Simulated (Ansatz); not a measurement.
**A computed series for ZnS: pressure series**

Consider ZnS in the zinc blende structure (space group F-43m, No. 216; a = 5.2968 Å).

Cell and atoms are relaxed at each pressure.

Method: LDA (Ansatz, an electronic-structure program; PAW; 420 eV plane waves; no spin-orbit coupling).

Candidates:
(a) pressure 22.5 GPa
(b) pressure 30 GPa
(c) pressure −2 GPa
(d) pressure 15 GPa

Before the change:

- Band gap = 2.13 eV

Question: Order them by band gap, highest first.

Answer: (d) pressure 15 GPa (2.72 eV), (a) pressure 22.5 GPa (2.58 eV), (b) pressure 30 GPa (2.47 eV), (c) pressure −2 GPa (2.02 eV)

Load acts through the strain it causes; cell and atoms are relaxed under it. No phonon test of stability was made. Measured, ZnS leaves this structure (for rock salt) near 14.7 GPa (temperature not stated; as listed in Datta, Sujoy, Jana, Debnarayan, arXiv (2020)), on rising pressure, with hysteresis.
